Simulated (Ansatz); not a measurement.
The parent structure is BeS in the zinc blende structure (space group F-43m, No. 216).

```xyz
2
Lattice="0.0000 2.4190 2.4190 2.4190 0.0000 2.4190 2.4190 2.4190 0.0000" Properties=species:S:1:pos:R:3 pbc="T T T"
Be     0.0000     0.0000     0.0000
S      1.2095     1.2095     1.2095
```

Cartesian axes are those of the cell as printed.

The values are results of PBEsol (Ansatz, a first-principles code), without spin-orbit coupling, not measurements.

Base values:

* **Pressure**: -0.1 kbar

Modification: compressive biaxial strain of 1.67 % in the plane normal to [111], as in epitaxy on a mismatched substrate; the out-of-plane cell vector and the atoms relax.

What happens to the out-of-plane strain?

The out-of-plane strain is +0.68 %.

Estimate the effect on the pressure.

The pressure (mean of the normal stresses, compression positive) grows by 27.62 kbar to 27.6 kbar.

Stability against distortions was not tested.
